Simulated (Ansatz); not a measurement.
Gap of a (6,0) AlN nanotube at several levels, all on one geometry.

Levels: PBE (plane waves to 420 eV, PAW; Ansatz, an electronic-structure program); r2SCAN (plane waves to 500 eV, PAW; Ansatz); Ansatz with HSE06. Unmarked values and the geometry are of the first. Mesh 1×1×6. No spin polarisation. Isolated but for its images some 11 Å away. A hypothetical model, rolled from the flat sheet. Symmetry and one short period hold its shape; lower forms weren't sought. HSE06 ran on a 1×1×4 mesh and at PBE's edge points.

```csv
level,gap (eV)
PBE,2.47
r2SCAN,2.84
HSE06,?
```

Problem. Complete the blanks.

Solution. 
- HSE06, gap (eV): 3.57
